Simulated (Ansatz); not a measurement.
Bond-angle distributions (per cent of the angles at each element, bins of 10°) of a relaxed model of amorphous In$_{24}$O$_{39}$Ga$_{2}$ at 6.35 g/cm³. Computed with PBE, scalar-relativistic without spin-orbit coupling (plane waves to 420 eV, PAW; Ansatz, a program for electronic structure).

The cell was made by melting and quenching with the CHGNet potential and then relaxed with DFT. O atoms were pushed apart under 1.9 Å during the dynamics, to hinder bonds among them. The hot cell started wider than the set density and was brought back towards it in steps. It is the lowest in DFT energy of 2 quenches. It is a model cell: composition and starting density were chosen by hand, and all elements were melted together. No dispersion term was used. Its density started from a set value of 6.42 and ended at 6.35 g/cm³. The simulated quench (nominally 280 K/ps over its main leg) is rapid and tends to freeze in more defects than a deposited or slowly cooled glass has. A cell of this size samples the disorder only roughly. Volume and shape were free in the relaxation.

Neighbours within In-In 3.12 Å, In-O 2.78 Å, In-Ga 2.90 Å, O-O 1.58 Å, O-Ga 2.26 Å, Ga-Ga 2.68 Å count as bonded. Two cations that share two anions don't count as bonded, nor two that share one unless they lie closer than In-In 3.04 Å, In-Ga 2.82 Å, Ga-Ga 2.61 Å.

| angle (°) | at In | at O |
|---|---|---|
| 50-60 | 0 | 0 |
| 60-70 | 2 | 0 |
| 70-80 | 19 | 1 |
| 80-90 | 20 | 6 |
| 90-100 | 16 | 26 |
| 100-110 | 9 | 22 |
| 110-120 | 9 | 18 |
| 120-130 | 5 | 16 |
| 130-140 | 4 | 6 |
| 140-150 | 5 | 3 |
| 150-160 | 4 | 2 |
| 160-170 | 5 | 1 |
| 170-180 | 1 | 1 |

They go with these counts of neighbours within the cut-offs, cation contacts included: In mean 5.5, most often 5; O mean 3.6, most often 4.
